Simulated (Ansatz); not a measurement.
Base system: Cu in the fcc (Cu type) structure (space group Fm-3m, No. 225; relaxed with 0.1 eV smearing).

```yaml
crystal:
  lattice:
    - [0.00000, 1.75918, 1.75918]
    - [1.75918, 0.00000, 1.75918]
    - [1.75918, 1.75918, 0.00000]
  atoms:
    - { symbol: Cu, position: [0.00000, 0.00000, 0.00000] }
```

Cartesian axes are those of the cell as printed.

Method: LDA (Ansatz, an electronic-structure program), scalar-relativistic without spin-orbit coupling.

Strains are applied to the cell and any free atomic positions relax; under biaxial strain the out-of-plane vector relaxes too.

One change was made to it. Results:

The pressure (mean of the normal stresses, compression positive) goes from zero to 5.7 GPa; the energy goes up by 11 meV/atom.

Problem. What was done to the base?
A. biaxial strain +0.42 %, plane normal [111], relaxed out of plane
B. biaxial strain −1.67 %, plane normal [111], relaxed out of plane
C. biaxial strain −0.42 %, plane normal [111], relaxed out of plane
D. biaxial strain −2.08 %, plane normal [111], relaxed out of plane
E. biaxial strain −0.83 %, plane normal [111], relaxed out of plane

Solution. D, biaxial strain −2.08 %, plane normal [111], relaxed out of plane. For comparison, the energy relative to the base in the other runs: biaxial strain −0.42 %, plane normal [111], relaxed out of plane gives +0.4 meV/atom; biaxial strain −0.83 %, plane normal [111], relaxed out of plane gives +1.7 meV/atom; biaxial strain +0.42 %, plane normal [111], relaxed out of plane gives +0.4 meV/atom; biaxial strain −1.67 %, plane normal [111], relaxed out of plane gives +7.2 meV/atom.

Stability against distortions was not tested. All final runs are without spin polarisation.
